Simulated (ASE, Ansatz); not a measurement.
A thermal frame of composition TiSi, cell Ti24Si24, held well above this temperature first, at a temperature that wasn't checked against the liquidus, so perhaps supercooled [in the CHGNet run: it was liquid; mean temperature 1994 K (target 2000 K); density 3.71 g/cm³, volume +6 % from the start cell's; mean pressure -1.0 GPa against a target of 0], from MD with the machine-learned potential CHGNet 0.3.0 in ASE at 2000 K. Calculation: PBE (plane waves, PAW; Ansatz, a first-principles code).

- plane-wave cutoff: 420 eV
- k-points: one point, (1/4, 1/4, 1/4)
- Fermi-Dirac width: 0.172 eV
- spin: not polarised; no spin-orbit coupling

A check of the k-sampling: on the last frame of the same run a denser mesh moved the PBE forces by 0.051 eV/Å rms, the static pressure by 0.06 GPa and the free energy by 0 meV/atom.

```yaml
crystal:
  lattice:
    - [9.34437, 0.00000, 0.00000]
    - [0.00000, 9.34437, 0.00000]
    - [0.00000, 0.00000, 9.34437]
  atoms:
    - { symbol: Ti, position: [0.28334, 0.70199, 0.25270] }
    - { symbol: Ti, position: [0.42279, 0.50145, 0.45779] }
    - { symbol: Ti, position: [0.15810, 0.82563, 0.75932] }
    - { symbol: Ti, position: [0.87666, 0.38160, 0.53112] }
    - { symbol: Ti, position: [0.89560, 0.51394, 0.92931] }
    - { symbol: Ti, position: [0.03291, 0.23016, 0.88824] }
    - { symbol: Ti, position: [0.34644, 0.27964, 0.74650] }
    - { symbol: Ti, position: [0.46097, 0.02304, 0.51632] }
    - { symbol: Ti, position: [0.09643, 0.20599, 0.20838] }
    - { symbol: Ti, position: [0.40848, 0.73075, 0.97325] }
    - { symbol: Ti, position: [0.42754, 0.01887, 0.84865] }
    - { symbol: Ti, position: [0.72351, 0.03339, 0.25474] }
    - { symbol: Ti, position: [0.68422, 0.24939, 0.03290] }
    - { symbol: Ti, position: [0.90909, 0.88290, 0.87404] }
    - { symbol: Ti, position: [0.78841, 0.76455, 0.16214] }
    - { symbol: Ti, position: [0.70321, 0.08356, 0.67487] }
    - { symbol: Ti, position: [0.64706, 0.58167, 0.65328] }
    - { symbol: Ti, position: [0.77619, 0.86972, 0.52196] }
    - { symbol: Ti, position: [0.18855, 0.96939, 0.01543] }
    - { symbol: Ti, position: [0.44476, 0.17604, 0.24799] }
    - { symbol: Ti, position: [0.00986, 0.87178, 0.29021] }
    - { symbol: Ti, position: [0.54146, 0.55040, 0.17848] }
    - { symbol: Ti, position: [0.21027, 0.49988, 0.99092] }
    - { symbol: Ti, position: [0.17388, 0.26548, 0.46970] }
    - { symbol: Si, position: [0.57930, 0.33285, 0.57583] }
    - { symbol: Si, position: [0.70116, 0.55906, 0.40394] }
    - { symbol: Si, position: [0.90914, 0.05792, 0.07868] }
    - { symbol: Si, position: [0.67681, 0.68149, 0.94668] }
    - { symbol: Si, position: [0.50786, 0.46505, 0.88978] }
    - { symbol: Si, position: [0.22662, 0.04531, 0.61370] }
    - { symbol: Si, position: [0.08766, 0.42412, 0.69869] }
    - { symbol: Si, position: [0.57116, 0.76878, 0.41715] }
    - { symbol: Si, position: [0.73282, 0.35851, 0.79279] }
    - { symbol: Si, position: [0.32032, 0.40598, 0.21760] }
    - { symbol: Si, position: [0.51340, 0.79990, 0.71375] }
    - { symbol: Si, position: [0.93594, 0.44782, 0.16907] }
    - { symbol: Si, position: [0.50699, 0.91954, 0.16602] }
    - { symbol: Si, position: [0.97627, 0.03506, 0.66524] }
    - { symbol: Si, position: [0.66114, 0.31507, 0.31944] }
    - { symbol: Si, position: [0.04904, 0.71045, 0.07037] }
    - { symbol: Si, position: [0.90414, 0.65402, 0.68578] }
    - { symbol: Si, position: [0.32231, 0.22693, 0.00081] }
    - { symbol: Si, position: [0.66328, 0.96327, 0.96930] }
    - { symbol: Si, position: [0.27164, 0.95899, 0.37692] }
    - { symbol: Si, position: [0.29756, 0.55221, 0.70827] }
    - { symbol: Si, position: [0.13219, 0.49725, 0.32246] }
    - { symbol: Si, position: [0.04430, 0.67068, 0.49126] }
    - { symbol: Si, position: [0.91836, 0.12316, 0.40229] }
```

Problem. Give the forces on all atoms (eV/Å), the static pressure (no kinetic part).

Solution. 
```csv
atom,Fx Fy Fz
Ti1,0.409 0.788 -0.031
Ti2,-0.802 0.376 -0.469
Ti3,0.464 -1.482 -0.206
Ti4,-0.285 0.437 -0.017
Ti5,0.285 1.506 -1.420
Ti6,-0.329 -0.844 0.111
Ti7,0.212 0.597 -1.586
Ti8,2.998 0.637 0.958
Ti9,0.474 0.981 -0.555
Ti10,-0.132 0.452 -0.898
Ti11,-0.707 -0.065 -0.125
Ti12,-1.171 0.527 1.482
Ti13,0.138 -0.088 0.176
Ti14,-0.558 -1.241 -0.465
Ti15,-0.726 -0.558 0.929
Ti16,0.008 1.467 1.541
Ti17,-0.349 0.640 1.963
Ti18,2.405 -0.400 0.163
Ti19,-0.193 0.052 1.114
Ti20,-0.730 -0.588 0.248
Ti21,0.616 1.213 0.104
Ti22,0.789 -0.111 -0.996
Ti23,-0.160 -0.618 -1.113
Ti24,0.452 -0.407 0.515
Si25,0.453 -2.456 -0.303
Si26,1.190 -0.159 -1.408
Si27,0.792 -0.033 -0.754
Si28,-0.221 -0.390 -1.462
Si29,-0.287 -0.057 0.986
Si30,-0.550 0.250 1.959
Si31,-0.183 -0.448 1.077
Si32,-2.300 -0.511 -1.033
Si33,-0.116 -1.489 -0.700
Si34,0.743 -0.727 -0.169
Si35,0.256 1.054 -0.379
Si36,-0.724 -0.274 0.277
Si37,-1.812 -1.174 -0.266
Si38,0.283 0.245 -0.711
Si39,0.667 0.177 0.065
Si40,0.673 0.142 -0.323
Si41,-0.010 0.205 0.880
Si42,-0.693 0.003 0.963
Si43,0.756 -0.222 -0.252
Si44,-2.003 0.553 -2.580
Si45,1.296 1.417 0.453
Si46,-2.267 -0.228 1.228
Si47,0.592 0.939 -1.188
Si48,0.355 -0.089 2.216
```
* **static pressure (no kinetic part)**: -2.32 GPa
